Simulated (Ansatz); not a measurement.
**SiO2, response to strain**

Start from SiO2 in the rutile structure (space group P4_2/mnm, No. 136; a = 4.2361 Å, c = 2.6904 Å).

Strains are applied to the cell and any free atomic positions relax.

The values are results of PBE (Ansatz, a program for electronic structure, PAW, no SOC), not measurements.

Notes on the quantities. pressure: mean of the normal stresses, compression positive.

| isotropic strain (%) | pressure (GPa) |
|---|---|
| -3 | 31.0 |
| -2.4 | 23.8 |
| -1.2 | ? |
| -0.6 | 5.2 |
| 0 | 0.0 |

Question: Fit P = P₀ − Bδ + Cδ² with δ = (1 + ε)³ − 1 to the rows shown and predict the withheld row.

Answer: Least squares on the printed values gives P₀ = 0.0 GPa, B = 272 GPa (at held cell shape), C = 943 GPa (largest residual 0.0 GPa); this predicts 10.9 GPa, and the run gives 10.9 GPa, in agreement.

Stability against distortions was not tested.
